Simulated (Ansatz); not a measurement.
## What biaxial strain −2.47 %, plane normal [001], relaxed out of plane does to WC

Consider WC (space group P-6m2, No. 187; a = 2.9131 Å, c = 2.8358 Å; relaxed with 0.1 eV smearing). Axes: x lies along a and z along c of the hexagonal cell.

The change: compressive biaxial strain of 2.47 % in the plane normal to [001], as in epitaxy on a mismatched substrate; the out-of-plane cell vector and the atoms relax.

Calculations: plane-wave PAW DFT at the r2SCAN level (Ansatz, a program for electronic structure, 500 eV), without spin-orbit coupling, earlier PAW set. k-mesh 23×23×20 (Γ-centred); smearing 0.1 eV (Fermi–Dirac).

The volume per atom falls by 0.42 Å³, from 10.42 Å³ to 10.00 Å³ and the space group is still P-6m2 (No. 187). The shortest interatomic distance shrinks by 2.3 pm, from 220.0 pm to 217.7 pm and the pressure (mean of the normal stresses, compression positive) goes from zero to 16.8 GPa. The band gap stays zero and the out-of-plane strain is +0.92 %. The ratio −ε⊥/ε∥ is 0.37 and the mean in-plane stress (compression positive) amounts to +25.2 GPa.

Final structure (turned so that z lies along the plane normal):

```
WC
1.0
    2.84113     0.00000     0.00000
    1.42056     2.46049     0.00000
    0.00000     0.00000     2.86195
W C
1 1
Cartesian
  0.00000   0.00000   0.00000
  2.84113   1.64033   1.43097
```

Stability against distortions was not tested. The final runs are not spin-polarised.
